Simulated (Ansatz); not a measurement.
An Ansatz (an electronic-structure program) input (PBEsol, PAW, 420 eV (Ansatz; scalar-relativistic without spin-orbit coupling)):

Ansatz 0.2 input:
```yaml
crystal:
  lattice:
    - [0, 2.0417238439, 2.0417238439]
    - [2.0417238439, 0, 2.0417238439]
    - [2.0417238439, 2.0417238439, 0]
  atoms:
    - { symbol: Au, position: [0, 0, 0] }
basis: { ecutwfc: 420, ecutrho_ratio: 4, xc_grid: 2, fft_grid_basis: typed }
kpoints: { mp_grid: { grid: [20, 20, 20] } }
hamiltonian:
  xc: pbesol
  dispersion: none
  pseudopotentials: { kind: paw }
scf: { occupations: { method: fermi_dirac, width: 0.05 }, convergence: { dr2_threshold: 0.0000000001 } }
output: { forces: true, stress: true }
checkpoint: { write: state.ck, write_every: 1000 }
```

Which symmetry and how many k-points will the program report, and about how many plane waves at Γ?

Space group Fm-3m (ITA 225) with 48 operations, k-points 256 of 8000, and 331 plane waves at Γ.

Stability against distortions was not tested. The cell is Au in the fcc (Cu type) structure (space group Fm-3m, No. 225).
